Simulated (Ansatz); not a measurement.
**Mg2Sn: energy against volume**

Mg2Sn (antifluorite, Fm-3m, 26.406 Å³/atom and stress up to 0.01 GPa in the relaxed cell, cube axes along x, y and z) under an equal strain ε along all three axes. PBE in Ansatz, a plane-wave DFT program (PAW, default set), 420 eV, 15×15×15 Γ-centred mesh, Fermi-Dirac smearing 0.10 eV; ions are relaxed, or left where forces stay under 0.02 eV/Å, within the symmetry of each cell.

Here V stands for volume and E for E less E0.

```
volume (Å³/atom)  E less E0 (meV/atom)  pressure (GPa)
----------------  --------------------  --------------
24.8535                          12.56            2.78
25.2359                           6.89            2.02
25.6222                           2.97            1.30
26.0123                           0.69            0.63
26.4065                           0.00            0.00
26.8045                           0.81           -0.59
27.2066                           3.04           -1.13
27.6127                           6.63           -1.64
28.0227                          11.51           -2.11
28.8551                              ?               ?
```

Fit E of the 9 rows that show it with the third-order Birch-Murnaghan form, a cubic in V^(-2/3). With u = V^(-2/3) - 0.1128, the rows have u = 0.0046199, 0.0034307, 0.0022595, 0.0011062, -0.0000302, -0.0011493, -0.0022521, -0.0033387, -0.0044090. Least squares gives E = 0.000 - 25.4·u + 590073·u² + 847651·u³. Residuals (row less fit): 0.000, -0.002, 0.005, -0.005, -0.001, 0.003, 0.000, -0.001, 0.000; standard error 0.004 (degrees of freedom: 5). Its minimum lies at u = 0.0000215, so V0 = (0.1128215)^(-3/2) = 26.39. There d²E/du² = 1180000 and d³E/du³ = 5086000, so B0 = (4/9) × 26.39^(-7/3) × 1180000 × 0.160218 = 40.5 GPa (the last factor turns the table's units into GPa), and B0' = 4 + (2/3) × 0.1128215 × (5086000)/1180000 = 4.3. B0' rests on the cubic coefficient alone and has a standard error of 0.1 from these residuals.

### Question
Estimate the missing E (V = 28.8551); what did the run itself give?

### Answer
u = -0.0065037, so E = 0.000 - 25.4 × (-0.0065037) + 590073 × (-0.0065037)² + 847651 × (-0.0065037)³ = 24.891 meV/atom. The calculation gives 24.87 meV/atom, 0.021 meV/atom below the prediction (0.1 % of the range of E in the table). The row lies outside the fitted rows, so this is an extrapolation. The scatter of the fitted rows lies at the last printed digit.

This level leaves no gap over 0.05 eV at strain -2.00, -1.50, -1.00, -0.50, 0.00, 0.50, 1.00, 1.50, 2.00, 3.00 %. Other structures, which can take over under pressure, weren't tried. The same form fitted to the pressure column gives B0' = 4.3; series where the two differ by over 0.4 aren't shown. Rows are the converged runs of the series near zero and its far end, less any whose ions stayed unrelaxed beside relaxed ones; series whose fitted rows scatter by over a few per cent of the range, as at a crossing or softening among them, aren't shown in this form.
